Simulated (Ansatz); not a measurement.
Given:

End structure of a constructed model of the (111) surface of fcc Ir, (√3x√3)R30° layer of C, one a cell, in the other hollow (bottom of the slab: a bare face, its two planes held):

```
CELL_PARAMETERS angstrom
      4.10580     2.37048     0.00000
     -4.10580     2.37048     0.00000
      0.00000     0.00000    29.00000
ATOMIC_POSITIONS crystal
  Ir 0.00000 0.66667 0.27876
  Ir 0.33333 0.33333 0.27876
  Ir 0.66667 0.00000 0.27876
  Ir 0.00000 0.33333 0.35583
  Ir 0.33333 0.00000 0.35583
  Ir 0.66667 0.66667 0.35583
  Ir 0.00000 0.99934 0.43217
  Ir 0.33399 0.66733 0.43217
  Ir 0.66601 0.33333 0.43217
  Ir 0.00000 0.66756 0.50961
  Ir 0.33423 0.33333 0.50961
  Ir 0.66577 0.99910 0.50961
  Ir 0.00000 0.33333 0.58447
  Ir 0.33333 0.00000 0.58705
  Ir 0.66667 0.66667 0.58705
  Ir 0.00000 0.99326 0.66416
  Ir 0.34008 0.67341 0.66416
  Ir 0.65992 0.33333 0.66416
  C  0.00000 0.33333 0.70147
```

Model: 19-atom slab, 12.8 Å thick at the start, 9x9x1 mesh, Fermi-Dirac 0.1 eV, dipole correction, 6 atoms held, the rest relaxed; held to the start's symmetry, so lower structures may exist; no spin, no spin-orbit, no U. In PBE it is, or lies within 0.01 eV a 1x1 cell of, the lowest of the 2 structures of its composition computed so far; larger cells were not tried.

What work function of the top face does PBE run with Ansatz (a first-principles code) give?

5.80 eV
